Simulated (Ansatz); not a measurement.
Ca: energy against strain

Ca (fcc, Fm-3m, 40.599 Å³/atom at rest, cube axes along x, y and z) under a strain ε along a cube axis (axis z), the other axes held. PBEsol in Ansatz, a plane-wave DFT program (PAW, default set), 420 eV, 21×21×21 Γ-centred mesh, Fermi-Dirac smearing 0.10 eV; ions are relaxed within the symmetry of each cell.

Here s stands for strain and y for E less E0.

| strain (%) | E less E0 (meV/atom) |
|---|---|
| -1.50 | 0.60 |
| -1.00 | 0.25 |
| -0.50 | 0.05 |
| 0.00 | 0.00 |
| 0.50 | 0.10 |
| 1.00 | 0.34 |
| 1.50 | 0.72 |
| 3.00 | ? |

Taking a parabola for y over the 7 complete rows: Least squares gives y = 0.001 + 0.0421·s + 0.2929·s². Residuals (row less fit): 0.003, -0.002, -0.003, -0.001, 0.005, 0.004, -0.003; standard error 0.004 (degrees of freedom: 4). Twice the quadratic coefficient over the volume, 2 × 0.2929 meV × 10⁴ × 0.1602 / 40.599 Å³, is the elastic constant C11 = 23 ± 0.1 GPa.

Problem. Predict the withheld y at s = 3.00 from the fit, and compare with the calculation.

Solution. y = 0.001 + 0.0421 × 3.0 + 0.2929 × 3.0² = 2.763 meV/atom. The calculation gives 2.74 meV/atom, 0.023 meV/atom below the prediction (0.8 % of the range of y in the table). The row lies outside the fitted rows, so this is an extrapolation. The fitted rows scatter only by rounding.

In a metal these values are sensitive to mesh and smearing; energies are taken to zero smearing, stresses follow the free energy. Rows are the converged runs of the series near zero and its far end; series whose fitted rows scatter by over a few per cent of the range, as at a crossing or softening among them, aren't shown in this form. Most that stay on the fit to the last digits aren't either.
